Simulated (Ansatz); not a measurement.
PtAu (R-3m, No. 166, 2 atoms in the cell; start mp-1219709)

These are PBEsol (plane waves, PAW; Ansatz, a first-principles code) values and carry that method's errors.

Run with plane-wave cutoff 520 eV, 22×22×22 k mesh, Fermi–Dirac smearing 0.05 eV, scalar-relativistic PAW data made under PBE.

Cell (relaxed at this level):

```cif
data_Au3Pt3
_chemical_formula_sum 'Pt3 Au3'
_space_group_name_H-M_alt 'R-3m :H'
_space_group_IT_number 166
_space_group_name_Hall '-R 3 2"'
_cell_length_a 2.80611
_cell_length_b 2.80611
_cell_length_c 14.02236
_cell_angle_alpha 90.000
_cell_angle_beta 90.000
_cell_angle_gamma 120.000
loop_
_atom_site_label
_atom_site_type_symbol
_atom_site_symmetry_multiplicity
_atom_site_Wyckoff_symbol
_atom_site_fract_x
_atom_site_fract_y
_atom_site_fract_z
_atom_site_occupancy
Pt1 Pt 3 b 0.00000 0.00000 0.50000 1
Au1 Au 3 a 0.00000 0.00000 0.00000 1
```
(The calculation used a cell of 2 atoms; values per cell refer to that cell.)

```json
{
 "band_gap": "zero (no gap)",
 "bulk_modulus": "229 GPa"
}
```

Note: the relaxation could not lower the start's symmetry, so the cell can be a saddle point above a distorted one; the bulk modulus is −V dP/dV from two relaxed cells at ±2 % in volume.

Spin–orbit coupling is not included; it can shift volumes and moduli of such heavy elements.

Static lattice: no zero-point or thermal effects.

It cost about 5 core-minutes (a rough figure) of CPU time.

A start named mp-… is a Materials Project structure, which need not be a measured phase.
